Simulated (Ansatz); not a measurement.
Band structure of OsRu (P-6m2, 2 atoms in the cell).

```
CELL_PARAMETERS angstrom
      2.69129     0.00000     0.00000
     -1.34564     2.33072     0.00000
      0.00000     0.00000     4.24399
ATOMIC_POSITIONS crystal
  Ru 0.33333 0.66667 0.00000
  Os 0.66667 0.33333 0.50000
```

Computed with LDA (PW92), PAW files made with PBE (plane waves; Ansatz, a first-principles code).

Settings: kpoints.mp_grid.grid = 9 9 5; hamiltonian.xc = lda; hamiltonian.pseudopotentials = {kind: paw} (the program's default PAW files); scf.occupations.method = fermi_dirac; scf.occupations.width = 0.0073 Ry; kpoints.band_path.npoints = 8.

The starting cell comes from a database of computed structures (which also holds hypothetical and non-ambient phases and stackings), without a prior relaxation at this level. Its lattice was rescaled by a random factor within 2.5 % of one. Spin-orbit coupling is off. Spin polarisation is off.

Levels in eV from the Fermi level, bands 13 to 19:
| point | 13 | 14 | 15 | 16 | 17 | 18 | 19 |
|---|---|---|---|---|---|---|---|
| Γ | -2.81 | -2.25 | -2.25 | -1.67 | -1.67 | 0.66 | 1.48 |
| M | -2.49 | -2.47 | -1.82 | 1.43 | 2.40 | 2.63 | 4.21 |
| K | -3.42 | -3.28 | -1.33 | 1.07 | 1.36 | 1.78 | 5.53 |
| A | -3.39 | -3.29 | -3.14 | -3.14 | 0.42 | 0.42 | 0.98 |
| L | -1.43 | -1.12 | 0.11 | 0.16 | 1.55 | 2.62 | 3.35 |
| H | -3.46 | -3.08 | -1.50 | -1.38 | 1.26 | 1.60 | 8.19 |

Bands cross the Fermi level along this path, so the cell is metallic at this level.

Keys are those of Ansatz 0.2.
